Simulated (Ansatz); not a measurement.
We consider Ta2O5 (Pmmn, No. 59, 14 atoms in the cell; start mp-1539317), described by r²SCAN in Ansatz (plane waves, PAW).

Settings: plane-wave cutoff 500 eV, 10×4×10 k mesh (along the axes of the cell as run), Fermi–Dirac smearing 0.05 eV, scalar-relativistic PAW data made under PBE.

Cell (relaxed at this level):

```xyz
14
Lattice="3.8361 0.0000 0.0000 0.0000 13.0041 0.0000 0.0000 0.0000 3.8762" Properties=species:S:1:pos:R:3 pbc="T T T"
Ta     0.0000     1.8975     0.1156
Ta     0.0000    11.1066     0.1156
Ta     1.9181     4.6045     3.7606
Ta     1.9181     8.3996     3.7606
O      1.9181     2.4076     0.0105
O      1.9181    10.5965     0.0105
O      0.0000     4.0944     3.8657
O      0.0000     8.9097     3.8657
O      0.0000    11.0637     1.9747
O      0.0000     1.9404     1.9747
O      1.9181     8.4425     1.9015
O      1.9181     4.5616     1.9015
O      1.9181     6.5021     3.8522
O      0.0000     0.0000     0.0240
```

**Question.** What does this level give for the band gap?

**Answer.** 
- band gap = 2.86 eV (on the SCF k mesh)

Note: the relaxation could not lower the start's symmetry, so the cell can be a saddle point above a distorted one.

Spin–orbit coupling is not included.

Static lattice: no zero-point or thermal effects.

Cost on a shared machine: roughly 23 core-minutes.

A start named mp-… is a Materials Project structure, which need not be a measured phase.

Ansatz is a quantum-chemistry and plane-wave program.
